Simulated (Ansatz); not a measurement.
Base system: Cs$_{2}$AgBiBr$_{6}$ (space group Fm-3m, No. 225; a = 11.344 Å). Axes: x, y, z lie along the cube axes.

Method: r2SCAN (Ansatz, a first-principles code; PAW; 500 eV plane waves; no spin-orbit coupling), earlier PAW set.

Before the change:

```
Property                        Result
-----------------------------  -------
Shortest interatomic distance  2.815 Å
```

It is then changed as follows: compressive biaxial strain of 0.96 % in the plane normal to [110], as in epitaxy on a mismatched substrate; the out-of-plane cell vector and the atoms relax.

What does the calculation give for the shortest interatomic distance after the change?

The shortest interatomic distance falls by 0.0425 Å (2.815 Å → 2.772 Å).

Predict the new energy relative to the base.

The energy grows by 0.8 meV/atom.

What does the calculation give for the ratio −ε⊥/ε∥ after the change?

The ratio −ε⊥/ε∥ is 1.06.

Whether these cells are dynamically stable was not tested.
